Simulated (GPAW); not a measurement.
Input and output of a self-consistent single point for Ta2Co (I4/mcm, 6 atoms in the cell) (GPAW).

Computed with LDA (Perdew-Wang 92), GPAW PAW datasets LDA (gpaw-data 1.0.1) (plane waves; GPAW).

```
CELL_PARAMETERS angstrom
     -3.04214     3.04214     2.48276
      3.04214    -3.04214     2.48276
      3.04214     3.04214    -2.48276
ATOMIC_POSITIONS crystal
  Ta 0.16135 0.66135 0.82270
  Ta 0.83865 0.33865 0.17730
  Ta 0.66135 0.83865 0.50000
  Ta 0.33865 0.16135 0.50000
  Co 0.75000 0.75000 0.00000
  Co 0.25000 0.25000 0.00000
```

Reference input (self-consistent single point, DFT PBEsol, plane waves, GPAW PAW datasets PBEsol (made by gpaw-setup)): mode = pw; ecut = 800 eV; xc = PBEsol; kpts = 6 6 6; mesh shift (steps) = 0 0 0; occupations.name = fermi-dirac; occupations.width = 0.1 eV; nbands = -14; symmetry.symmorphic = false; symmetry.tolerance = 0.0005; maxiter = 100. This run's input differs from it in these lines:

```diff
@@ -17,3 +17,3 @@
 calc = GPAW(mode={'name': 'pw', 'ecut': 800},
-            xc='PBEsol',
+            xc='LDA',
             kpts={'size': (6, 6, 6), 'gamma': True},
```

Its files differ too (potentials: GPAW PAW datasets LDA (gpaw-data 1.0.1)).

Log, with long lists cut:

```
     iter     time        total  log10-change:
                         energy   eigst   dens
iter:   1 --:--:--   -67.851867
iter:   2 --:--:--   -65.983843   -0.61  -1.24
iter:   3 --:--:--   -65.316668   -1.20  -1.30
iter:   4 --:--:--   -64.884906   -1.07  -1.37
iter:   5 --:--:--   -64.519632   -0.96  -1.58
iter:   6 --:--:--   -64.332250   -2.06  -1.87
iter:   7 --:--:--   -64.322777   -2.53  -2.11
iter:   8 --:--:--   -64.383853   -2.33  -2.47
iter:   9 --:--:--   -64.315966   -2.17  -2.17
iter:  10 --:--:--   -64.314438   -3.73  -2.91
iter:  11 --:--:--   -64.314319c  -4.74  -3.19
iter:  12 --:--:--   -64.314375c  -5.35  -3.28
iter:  13 --:--:--   -64.314720c  -4.49  -3.32
iter:  14 --:--:--   -64.314479c  -4.83  -3.34
iter:  15 --:--:--   -64.314463c  -6.23  -3.66
iter:  16 --:--:--   -64.314422c  -5.59  -3.78
iter:  17 --:--:--   -64.314419c  -6.35  -4.28c
iter:  18 --:--:--   -64.314416c  -7.28  -4.41c
iter:  19 --:--:--   -64.314407c  -7.33  -4.47c
iter:  20 --:--:--   -64.314405c  -7.79c -4.59c
Converged after 20 iterations.

Dipole moment: (0.000000, 0.000000, -0.000000) |e|*Ang

Energy contributions relative to reference atoms: (reference = -1771365.811735)

Kinetic:        +32.812689
Potential:      -34.913643
External:        +0.000000
XC:             -60.954999
Entropy (-ST):   -0.179166
Local:           -1.168870
SIC:             +0.000000
--------------------------
Free energy:    -64.403988
Extrapolated:   -64.314405

Showing only first 2 kpts
 Kpt  Band  Eigenvalues  Occupancy
  0    33     11.39045    1.90077
  0    34     11.52909    1.65448
  0    35     11.52909    1.65448
  0    36     12.18164    0.01394

  1    33     11.33036    1.94435
  1    34     11.47414    1.78484
  1    35     11.48196    1.76936
  1    36     12.13709    0.02168

Fermi level: 11.68571

No gap
   [... lines left out ...]
  0 Ta    0.01476    0.01476    0.00000
  1 Ta   -0.01476   -0.01476    0.00000
  2 Ta   -0.01476    0.01476    0.00000
  3 Ta    0.01476   -0.01476    0.00000
  4 Co   -0.00000    0.00000   -0.00000
  5 Co   -0.00000    0.00000    0.00000

Stress tensor:
     0.057246     0.000000     0.000000
     0.000000     0.057246    -0.000000
     0.000000    -0.000000     0.062623
Stress (GPa, Voigt): [ 9.1718  9.1718 10.0333 -0.      0.      0.    ]
```

The run converged in 20 iterations. GPAW prints stress with tension positive. Against the reference run the pressure goes from -3.16 to -9.46 GPa and the largest force goes from 0.009 to 0.021 eV/Å.

The starting cell comes from a database of computed structures (which also holds hypothetical and non-ambient phases and stackings), without a prior relaxation at this level. Spin polarisation is off. With a pressure of about -9 GPa the cell is away from its equilibrium volume at this level.

Cost on one core of a shared machine: roughly 3 min.
